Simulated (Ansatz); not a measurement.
Defect: interstitial H in beta Ge3N4, charge state +1. Computed with PBE, PAW (plane waves to 420 eV; Ansatz, a program for electronic structure).

Cell of 84 host sites held at the relaxed PBE lattice; one k-point at (0.250, 0.250, 0.250); Fermi-Dirac width 0.01 eV, spin-restricted; finite-size errors left in. No zero-point or tunnelling terms. The charge state is imposed; whether it is stable for some Fermi level was not computed. Sites that were not tried may lie lower.

Barriers: single points on a 2×2×2 k-point mesh shifted by half a step along c at the bands' geometries.

The step: a direct jump of one H atom (a rearrangement that moves the defect's centre by under 1 Å). Atoms about the jump, Cartesian Å from the middle of the jump, before and after:

```json
[
 {"atom": "H1", "x0": "0.00", "y0": "0.00", "z0": "0.30", "x1": "0.00", "y1": "0.00", "z1": "-0.30"},
 {"atom": "N2", "x0": "0.00", "y0": "0.00", "z0": "1.36", "x1": "0.00", "y1": "0.00", "z1": "1.45"},
 {"atom": "N3", "x0": "0.00", "y0": "0.00", "z0": "-1.45", "x1": "0.00", "y1": "0.00", "z1": "-1.36"},
 {"atom": "Ge4", "x0": "-0.26", "y0": "1.94", "z0": "1.57", "x1": "-0.25", "y1": "1.86", "z1": "1.57"},
 {"atom": "Ge5", "x0": "-1.55", "y0": "-1.19", "z0": "1.57", "x1": "-1.49", "y1": "-1.15", "z1": "1.57"},
 {"atom": "Ge6", "x0": "1.81", "y0": "-0.74", "z0": "1.57", "x1": "1.74", "y1": "-0.70", "z1": "1.57"},
 {"atom": "Ge7", "x0": "-0.25", "y0": "1.86", "z0": "-1.57", "x1": "-0.26", "y1": "1.94", "z1": "-1.57"},
 {"atom": "Ge8", "x0": "-1.49", "y0": "-1.15", "z0": "-1.57", "x1": "-1.55", "y1": "-1.20", "z1": "-1.57"},
 {"atom": "Ge9", "x0": "1.74", "y0": "-0.70", "z0": "-1.57", "x1": "1.81", "y1": "-0.74", "z1": "-1.57"},
 {"atom": "N10", "x0": "-1.49", "y0": "-2.16", "z0": "0.00", "x1": "-1.49", "y1": "-2.16", "z1": "0.00"},
 {"atom": "N11", "x0": "-1.12", "y0": "2.38", "z0": "0.00", "x1": "-1.12", "y1": "2.38", "z1": "0.00"},
 {"atom": "N12", "x0": "2.62", "y0": "-0.22", "z0": "0.00", "x1": "2.62", "y1": "-0.22", "z1": "0.00"}
]
```

Predict the transition state.


| atom | x | y | z |
|---|---|---|---|
| H1 | -0.03 | 0.01 | 0.02 |
| N2 | -0.03 | 0.01 | 1.33 |
| N3 | -0.03 | 0.01 | -1.30 |
| Ge4 | -0.29 | 1.90 | 1.57 |
| Ge5 | -1.55 | -1.16 | 1.57 |
| Ge6 | 1.74 | -0.71 | 1.57 |
| Ge7 | -0.29 | 1.90 | -1.54 |
| Ge8 | -1.55 | -1.16 | -1.54 |
| Ge9 | 1.74 | -0.71 | -1.54 |
| N10 | -1.54 | -2.16 | 0.01 |
| N11 | -1.16 | 2.40 | 0.01 |
| N12 | 2.60 | -0.22 | 0.01 |
It lies 0.16 eV above the start and 0.16 eV above the end. The saddle point's order was not checked, and it lies on a symmetry element of the cell, where a band can be held.
